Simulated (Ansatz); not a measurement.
Zr under a change: uniaxial strain ε_zz = +3.00 %

Base system: Zr in the hcp (Mg type) structure (space group P6_3/mmc, No. 194; a = 3.2443 Å, c = 5.1580 Å; relaxed with 0.1 eV smearing). Axes: x lies along a and z along c of the hexagonal cell.

One thing is altered: the cell is stretched by 3.00 % along z with no lateral relaxation, atoms relaxed at fixed cell.

Level of theory: r2SCAN (Ansatz, a quantum-chemistry and plane-wave program), no SOC. Settings: 20×20×11 k-points, 0.1 eV Fermi–Dirac smearing.

The space group stays P6_3/mmc (No. 194) and the shortest interatomic distance grows by 0.057 Å to 3.244 Å. The energy rises by 10 meV/atom and the pressure (mean of the normal stresses, compression positive) goes from zero to -2.7 GPa. The band gap remains zero and the stress (xx, yy, zz, yz, xz, xy; compression positive) comes out as (-1.8, -1.8, -4.6, 0.0, 0.0, 0.0) GPa.

Final structure:

```
Zr
1.0
    3.24432     0.00000     0.00000
   -1.62216     2.80966     0.00000
    0.00000     0.00000     5.31274
Zr
2
Direct
  0.66667   0.33333   0.75000
  0.33333   0.66667   0.25000
```

Stability against distortions was not tested. The final runs are not spin-polarised.
